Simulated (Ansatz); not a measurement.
Reference: KF (Fm-3m), PBEsol, rigid bands (plane waves, PAW, scalar-relativistic; Ansatz, an electronic-structure program); geometry: cell and atoms relaxed with PBEsol.

KF has the cubic space group Fm-3m (No. 225), the rock salt structure, Pearson symbol cF8. Cell: a = b = c = 5.307 Å, α = β = γ = 90.00°. K on 4a is surrounded by 6 F at 2.653 Å (octahedral). F on 4b has 6 K at 2.653 Å (octahedral). (Neighbours: up to the widest gap in distance over summed covalent radii, below 1.35, at either atom; cation-cation and far metal-metal contacts left out.)
(The calculation used a cell of 2 atoms; values per cell refer to that cell.)

| Item | Value |
|---|---|
| band gap | 6.15 eV |
| electron conductivity mass | 0.55 mₑ |
| Seebeck coefficient, n-type 1e19 cm⁻³ | -223 μV/K |

Replace K by Na on the same sites and relax. What happens?

NaF (Fm-3m): volume per atom 18.7 to 12.4 Å³; band gap stays about the same (6.15 eV to 6.20 eV); electron conductivity mass stays about the same (0.55 mₑ to 0.57 mₑ); Seebeck coefficient, n-type 1e19 cm⁻³ stays about the same (-223 μV/K to -227 μV/K).

Swap F for Br, keeping the structure type. How do these values move?

KBr (Fm-3m): volume per atom 18.7 to 35.1 Å³; band gap falls (6.15 eV to 4.34 eV); electron conductivity mass falls (0.55 mₑ to 0.38 mₑ); Seebeck coefficient, n-type 1e19 cm⁻³ falls in size (-223 μV/K to -180 μV/K).

Swap F for Cl, keeping the structure type. How do these values move?

KCl (Fm-3m): volume per atom 18.7 to 30.4 Å³; band gap falls (6.15 eV to 5.10 eV); electron conductivity mass falls (0.55 mₑ to 0.45 mₑ); Seebeck coefficient, n-type 1e19 cm⁻³ falls in size (-223 μV/K to -198 μV/K).

Moves up to 5 % count as about the same. Masses are for dilute carriers at 300 K, harmonic means over directions unless an axis is named. Seebeck coefficients are for the stated density at 300 K, with one relaxation time for all states and whether or not that doping can be reached. Spin-orbit coupling is left out.
